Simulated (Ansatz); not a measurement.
## SiO2: response to strain

Start from SiO2 in the rutile structure (space group P4_2/mnm, No. 136; a = 4.155 Å, c = 2.661 Å). Axes: x, y, z lie along a, b, c of the conventional cell.

Strains are applied to the cell and any free atomic positions relax.

Level of theory: DFT with LDA, PAW potentials and a 420 eV plane-wave cutoff in Ansatz (a program for electronic structure), no spin-orbit coupling.

Candidates:
(a) uniaxial strain ε_xx = −1.80 %
(b) uniaxial strain ε_xx = −3.00 %
(c) uniaxial strain ε_xx = −2.40 %
(d) uniaxial strain ε_xx = −1.20 %

Before the change:

Band gap: 5.81 eV

Task: Order them by band gap, highest first.

Result: (b) uniaxial strain ε_xx = −3.00 % (6.30 eV), (c) uniaxial strain ε_xx = −2.40 % (6.19 eV), (a) uniaxial strain ε_xx = −1.80 % (6.09 eV), (d) uniaxial strain ε_xx = −1.20 % (5.99 eV)

Whether these cells are dynamically stable was not tested.
